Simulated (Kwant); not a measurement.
Device: wire with a row of barriers in a GaN two-dimensional gas. Effective mass 0.22 mₑ, grid spacing 12 nm, hard walls, nominal width 360 nm (29 grid rows, so walls 360 nm apart), one parabolic valley, scattering region 1200 nm long along x; energies count from the band bottom; Fermi energy swept from 1.5193e-05 to 0.00018042 eV. 4 barrier(s) across the wire, height 0.00028 eV, thickness 36 nm (about 3 grid columns), spaced by 96 nm.

The device is made up for the run: typed textbook-type constants, with dimensions and the other settings drawn at random.

Kwant, effective-mass tight-binding model on a square grid, one spin, coherent transport at 0 K. Conductance is in e²/h.

Task: How many channels do the leads carry at E = 0.0962, 0.166, 0.171 meV?

Result: The hard-wall thresholds are n² ħ²π²/(2mW²) = n² × 0.0132 meV with W = 360 nm. √(0.0962/0.0132) = 2.70, so 2. √(0.166/0.0132) = 3.55, so 3. √(0.171/0.0132) = 3.60, so 3.
